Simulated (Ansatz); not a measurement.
A user runs Ansatz (a first-principles code) on Mn₃C (Pnma, 16 atoms in the cell) and asks whether the run is sound. The aim is a self-consistent single point with DFT, PBEsol, plane waves, default PAW files made with PBE.

Cell that was meant: a = 4.9395 Å, b = 6.7042 Å, c = 4.4367 Å, α = 90.00°, β = 90.00°, γ = 90.00°.

Part of the input:

Ansatz 0.2 input:
```yaml
    - { symbol: C, position: [0.121590, 0.750000, 0.934390] }
    - { symbol: C, position: [0.621590, 0.750000, 0.565610] }
    - { symbol: C, position: [0.378410, 0.250000, 0.434390] }
basis:
  ecutwfc: 60
kpoints:
  mp_grid: { grid: [3, 3, 4], shift: [0.5, 0.5, 0.5] }
hamiltonian:
```

Log, with long lists cut:

```
   [... lines left out ...]
PAW frozen core: C, regenerated for the run's functional, and the local potential with it
Initial density: superposition of atomic densities (chi_scale 0.1, normalization cell, long waves kept (reshape's long-wave potential 0.00 eV rms))
Starting moments: Σ|m| = 16 μB on 4 of 16 sites
Initial wavefunctions: pseudopotential atomic-orbital guess
Eigensolver: davidson
Functional: x = pbesol(κ = 0.804, μ = 0.12345679012345678), c = pbesol(β = 0.046)
SCF iter   1: F=—  HF=-43639.151594 eV  |F-HF|=—  |Δ(HF+E_count)|=         —  Δρ=1.38e0 (↑1.38e0 ↓1.14e0)  dr2=5.84e3  dr2_m=7.11e1  M=0.710 μB ∫|m|=0.710 μB  β_m=0.30  ethr=3.10e-3  ⟨swp⟩=1.0  Hψ=2486  notcnv=0
Mixer restart at iter 1: flushing history
all-band conjugate gradients solve this SCF's bands
preconditioner: auto → Kerker (q_TF=auto, 2.863 Å⁻¹)
   [... lines left out ...]
SCF iter  12: F=—  HF=-38370.585299 eV  |F-HF|=—  |Δ(HF+E_count)|=   6.68e-6  S|Δr|=    0.00e0  Δρ=1.28e-5 (↑1.20e-5 ↓1.28e-5)  dr2=1.14e-6  dr2_m=5.03e-9  M=-0.000 μB ∫|m|=0.000 μB  β_m=1.00  ethr=7.53e-9  ⟨swp⟩=2.0  Hψ=2156  notcnv=0  defer=322
SCF iter  13: F=-38370.585298 eV  HF=-38370.585298 eV  |F-HF|=3.94e-8  |Δ(HF+E_count)|=   7.01e-7  S|Δr|=    0.00e0  Δρ=2.41e-6 (↑2.41e-6 ↓2.41e-6)  dr2=4.42e-8  dr2_m=2.68e-11  M=-0.000 μB ∫|m|=0.000 μB  ethr=5.10e-11  ⟨swp⟩=6.7  Hψ=6805  notcnv=0
SCF 1 converged in 13 iterations: F = -38370.585298 eV  dr2 = 4.42e-8
WARN: the starting moments were not kept: the SCF closed with an absolute magnetisation of 3.6e-6 μB, where they sum to 16 μB in size (4 sites) …
   [... lines left out ...]
Absolute magnetization: 0.0000 μB (∫|ρ↑−ρ↓|, with the PAW one-centre terms)
Free energy (F): -38370.585298 eV
Fermi energy:    42.780677 eV
   [... lines left out ...]
--- Stress (GPa, compression-positive) ---
    -9334.437587       0.000000      -0.000000
        0.000000   -9335.586250      -0.000000
       -0.000000      -0.000000   -9306.348965
  P = ⅓ Tr σ = -9325.4576 GPa (-93254.576 kbar)
  The stress holds no Pulay correction (an occupied level lies too near the plane-wave cutoff): it is that at fixed plane waves, as pw.x and ABINIT print it
```

Question: Can these results be used? Check the input.

Answer: The run is not sound. The fault is this: a cutoff meant in Ry typed as a bare number, read as eV. A bare number is read in the key's own unit, and eV, Ry (13.6 eV) and Ha (27.2 eV) lie far apart, so the setting ends up far from the one that was meant. To fix it, convert the value to the unit that the key expects. The run converged in 13 iterations without an error; against the sound input the free energy rises by 565 eV/atom, the pressure goes from -11.30 to -9325 GPa, the largest force goes from 0.114 to 3.916 eV/Å and the size of the net moment goes from 0.21 to 0.00 μB/atom.

The sound input it was made from differs as follows (other fixes are possible):
```diff
-basis:
-  ecutwfc: 60
```

With that input, the run converged in 24 iterations: free energy E − TS (on the zero of these files) -47414.6456 eV; Fermi level (on the code's own zero) 20.14 eV; pressure -11.30 GPa; largest force (vector length) 0.114 eV/Å; size of the cell's spin moment 3.29 μB (DFT, PBEsol, plane waves, default PAW files made with PBE).

On the sound input: the starting cell comes from a database of computed structures (which also holds hypothetical and non-ambient phases and stackings), without a prior relaxation at this level. The moments shrank to a small part of their start, a low-spin state that need not be the lowest. With a pressure of about -11 GPa the cell is away from its equilibrium volume at this level. Ansatz's pressure includes its estimate of the finite-basis (Pulay) stress. Without a gap this mesh is coarse (it stands for a supercell whose shortest vector is 15 Å).
